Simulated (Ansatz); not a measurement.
Take BP in the zinc blende structure (space group F-43m, No. 216; a = 4.536 Å) as the base. Axes: x, y, z lie along the cube axes.

One thing is altered: biaxial strain +1.63 %, plane normal [001], relaxed out of plane (Cartesian); in-plane vectors clamped, the third vector and the atoms free.

Calculations: DFT with r2SCAN, PAW potentials and a 500 eV plane-wave cutoff in Ansatz (an electronic-structure program), spin-orbit coupling left out, earlier PAW set.

Q: Give the band edges at the high-symmetry points of the new zone, measured from its valence-band maximum.

A: 
```json
[
 {"point": "Γ", "valence edge (eV)": "0.00", "conduction edge (eV)": "3.32"},
 {"point": "X", "valence edge (eV)": "-4.31", "conduction edge (eV)": "1.49"},
 {"point": "P", "valence edge (eV)": "-5.77", "conduction edge (eV)": "5.83"},
 {"point": "N", "valence edge (eV)": "-1.84", "conduction edge (eV)": "3.73"},
 {"point": "M", "valence edge (eV)": "-4.58", "conduction edge (eV)": "1.22"},
 {"point": "S", "valence edge (eV)": "-4.01", "conduction edge (eV)": "1.98"},
 {"point": "S₀", "valence edge (eV)": "-4.01", "conduction edge (eV)": "1.98"},
 {"point": "R", "valence edge (eV)": "-5.73", "conduction edge (eV)": "5.36"},
 {"point": "G", "valence edge (eV)": "-5.73", "conduction edge (eV)": "5.36"}
]
```

The gap is 1.09 eV, indirect, Γ → Γ–M (83 % along).

No phonon test of stability was made. Labels are those of the standard path for the cell's own space group.
